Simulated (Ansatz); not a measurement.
Space group Fm-3m (No. 225); a = b = c = 4.376 Å, α = β = γ = 90.00°

| atom | site | symmetry | x | y | z |
|---|---|---|---|---|---|
| N | 4a | m-3m | 0.0000 | 0.0000 | 0.0000 |
| Ta | 4b | m-3m | 0.5000 | 0.5000 | 0.5000 |
(The calculation used a cell of 2 atoms; values per cell refer to that cell.)

The cell was generated from a structure type, relaxed within its symmetry, and need not be the phase found at ambient conditions. Spin-orbit coupling is not included.

This cell was relaxed within its symmetry with Ansatz (a program for electronic structure), PBEsol functional, plane-wave PAW. Can a quasi-harmonic thermal-expansion study be run on it?

No: one of the study's cells has modes far below zero and is most likely at no minimum at this level, though too few k-points were not ruled out (phonon / k mesh 6×6×6 / 18×18×18, smearing 0.15 eV). The program stopped with this message:

```
vibrations stand at or below zero in cell 4 (0.986 modes a cell, the lowest at -271.7 cm⁻¹): the crystal is at no minimum there, or its k-points are too few: type the crystal that it becomes, another pressure, or a denser kpoints.mp_grid, in a new run
```

Keys are those of Ansatz 0.2.
